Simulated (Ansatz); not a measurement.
# The (111) surface of monoclinic HfO2 in its 1x1 cell (cut with top plane 3 Hf, bottom plane 3 Hf), relaxed from an ideal cut (the real face may reconstruct), outermost plane spacing 0.09 Å in the ideal cut (one of several cuts of this face), with 4 Hf a cell over the bulk's ratio, from a spin-polarised start (in the relaxation 2 Hf–O bonds broke; O ended outermost)

Calculation: PBE (plane waves to 420 eV, PAW; Ansatz, a quantum-chemistry and plane-wave program).

Set-up: 52 atoms, Hf20O32, 11.7 Å thick at the start; mesh 4x4x1; 0.025 eV smearing; dipole correction on; all atoms relaxed; start symmetry kept, larger cells not searched; spin-polarised from one start with parallel moments (other orders not tried), ending with about 3.8 μB a cell, a value that depends on the mesh; orders that need a larger cell were not tried, no spin-orbit, no U. The slab shows no gap over 0.04 eV on its mesh.

The ionisation potential (bulk valence edge below the top vacuum level) is 7.56 eV, the energy released by relaxation is 1.50 eV and the cost is around 6 core-hours (rough).
